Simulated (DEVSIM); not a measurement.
# Schottky contact on n-type GaP

Device: Schottky contact on n-type GaP, at 300 K.

```tsv
layer (left to right)	material	thickness (μm)	Nd (cm⁻³)	τn (s)	τp (s)
1	GaP	3.80	1.1e16	2.1e-6	2.1e-6
2	GaP	0.640	1.9e18	2.1e-6	2.1e-6
```

Left contact: Schottky, work function 5.51 eV, emission velocity 3.5e6 cm/s. Right contact: ohmic. Voltage is applied to the left contact. Recombination: SRH at mid-gap, radiative. Mobility is μmin + (μ − μmin)/(1 + (N/Nref)^α).

Constants are typed, rounded textbook-type inputs, not results; the design itself was drawn at random and stands for no fabricated device. Values at 300 K.

```csv
parameter,GaP
gap (eV),2.26
affinity (eV),3.8
permittivity,11.1
Nc (cm⁻³),1.8e19
Nv (cm⁻³),1.9e19
μn (cm²/Vs),250
μp (cm²/Vs),150
"μn,min",10
"μp,min",10
"Nref,n",4.4e18
"Nref,p",1e18
αn,0.8
αp,0.85
B (cm³/s),1e-13
```

Simulated with DEVSIM: 1D drift-diffusion, Boltzmann statistics, complete ionisation; no tunnelling, impact ionisation, image-force lowering or self-heating. Metal contacts follow the ideal Schottky-Mott rule: no Fermi-level pinning, no interface dipoles.

The potential step across the device at zero bias is 1.652 V and the dark forward voltage at 1 A/cm² is 1.306 V. The dark forward voltage at 100 A/cm² is 1.519 V.

Dark forward current:

(V (V), J (A/cm²)): (0.50, 4.0e-14); (0.60, 1.8e-12); (0.65, 1.3e-11); (0.75, 5.9e-10); (0.80, 4.0e-9); (0.90, 1.9e-7); (0.95, 1.3e-6); (1.05, 6.0e-5); (1.15, 0.0028); (1.20, 0.019); (1.30, 0.80); (1.35, 4.6); (1.45, 47); (1.55, 130); (1.60, 180); (1.70, 280); (1.75, 330); (1.85, 440); (1.90, 500); (2.00, 610)

Small-signal capacitance in reverse bias (quasi-static):

```json
[
 {"V (V)": "-0.1", "C (nF/cm²)": "23.3"},
 {"V (V)": "-0.25", "C (nF/cm²)": "22.3"},
 {"V (V)": "-0.5", "C (nF/cm²)": "20.8"},
 {"V (V)": "-0.75", "C (nF/cm²)": "19.6"},
 {"V (V)": "-1", "C (nF/cm²)": "18.6"},
 {"V (V)": "-1.5", "C (nF/cm²)": "17.0"},
 {"V (V)": "-2", "C (nF/cm²)": "15.7"},
 {"V (V)": "-2.5", "C (nF/cm²)": "14.7"},
 {"V (V)": "-3.25", "C (nF/cm²)": "13.5"},
 {"V (V)": "-4", "C (nF/cm²)": "12.6"},
 {"V (V)": "-5", "C (nF/cm²)": "11.5"}
]
```
